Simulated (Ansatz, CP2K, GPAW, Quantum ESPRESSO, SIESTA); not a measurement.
CsSiI3 (R3m, 5 atoms in the cell) computed with different codes at matched settings

Relaxation of cell and atoms.

```
CELL_PARAMETERS angstrom
      4.24230     2.44930     3.69117
     -4.24230     2.44930     3.69117
      0.00000    -4.89859     3.69117
ATOMIC_POSITIONS crystal
  Cs 0.00101 0.00101 0.00101
  Si 0.46266 0.46266 0.46266
  I  0.50187 0.50187 0.02939
  I  0.02939 0.50187 0.50187
  I  0.50187 0.02939 0.50187
```

Shared settings, as Ansatz (a quantum-chemistry and plane-wave program) writes them: kpoints.mp_grid.grid = 4 4 4; scf.occupations.method = fermi_dirac; scf.occupations.width = 0.05 eV. Potentials and cutoffs stand in the table.

| code | model | final volume (Å³/atom) | gap on the mesh (eV) | cutoff |
|---|---|---|---|---|
| Quantum ESPRESSO | LDA (PZ), GBRV 1.5 ultrasoft (LDA) pseudopotentials | 37.50 | – | 40 Ry |
| Ansatz | LDA (PW92), PAW files made with PBE | 37.58 | 0.213 | 420 eV |
| GPAW | LDA (Perdew-Wang 92), GPAW PAW datasets LDA (gpaw-data 1.0.1) | 37.81 | 0.220 | 600 eV |
| SIESTA | LDA PW92, numerical atomic orbitals DZP, PseudoDojo LDA standard norm-conserving potentials (rewritten from UPF to PSML) | 37.71 | 0.194 | grid 300 Ry |
| CP2K | LDA (Pade form), GPW, DZVP-MOLOPT-SR-GTH basis, GTH-PADE potentials (GTH_POTENTIALS) | 38.46 | 0.232 | grid 500 Ry |

A dash marks a value that a program does not give, or that is left out as unsure.

No gap is tabulated for Quantum ESPRESSO: it is not read from that output, or partly filled or unconverged empty levels leave it unsure.

Gaps are read on the mesh.

On Ansatz's run: spin-orbit coupling is off.

The spread over the programs that give each value: final volume within 0.96 Å³/atom; gap on the mesh within 0.038 eV.

SIESTA and CP2K use small atom-centred bases, whose incompleteness enters pressures, forces and empty levels differently from a plane-wave cutoff. The same LDA comes in different parametrisations, which differ slightly. The programs treat the finite-basis stress differently while the cell relaxes: Ansatz adds an estimate of it.

The starting cell comes from a database of computed structures (which also holds hypothetical and non-ambient phases and stackings), without a prior relaxation at this level.

Keys are those of Ansatz 0.2.
